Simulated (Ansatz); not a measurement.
## Effect of biaxial strain −1.67 %, plane normal [111], relaxed out of plane on GaSb

Consider GaSb in the zinc blende structure (space group F-43m, No. 216; a = 6.132 Å). Axes: x, y, z lie along the cube axes.

The change: compressive biaxial strain of 1.67 % in the plane normal to [111], as in epitaxy on a mismatched substrate; the out-of-plane cell vector and the atoms relax.

The values are results of plane-wave PAW DFT at the r2SCAN level (Ansatz, a quantum-chemistry and plane-wave program, 500 eV), without spin-orbit coupling, not measurements. Γ-centred 13×13×13 mesh, Fermi–Dirac width 0.05 eV.

The volume per atom shrinks by 0.742 Å³ to 28.08 Å³ and the space group goes from F-43m (No. 216) to R3m (No. 160). The shortest interatomic distance falls by 0.0286 Å (2.655 Å → 2.627 Å) and the energy rises by 6.6 meV/atom. The pressure (mean of the normal stresses, compression positive) increases by 1.49 GPa (0.01 GPa → 1.50 GPa) and the band gap grows by 0.11 eV to 0.52 eV. The gap character is still direct at Γ and the electron mass changes from 0.023 mₑ (at Γ) to 0.032 mₑ (at Γ). The valence-band top at Γ (three highest levels, from the VBM) becomes 0.00, 0.00, -0.22 eV (base: 0.00, 0.00, 0.00 eV) and the valley order (the lowest conduction-band minima on the path, energy above the VBM, named in the base's zone) becomes Γ 0.52 eV; L along [1-11] 0.59 eV; L along [111] 0.92 eV; a point along [100], about 0.9 Å⁻¹ from Γ 0.97 eV (base: Γ 0.41 eV; L along ⟨111⟩ 0.68 eV; a point along ⟨100⟩, about 0.9 Å⁻¹ from Γ 1.10 eV). The out-of-plane strain amounts to +0.76 % and the ratio −ε⊥/ε∥ is 0.46. The mean in-plane stress (compression positive) comes out as +2.2 GPa.

Spin-orbit coupling, missing from the scalar runs, can matter with Sb. Effective masses come from finite differences of ±0.01 Å⁻¹. Whether these cells are dynamically stable was not tested. k-point labels follow each cell's own Brillouin zone.
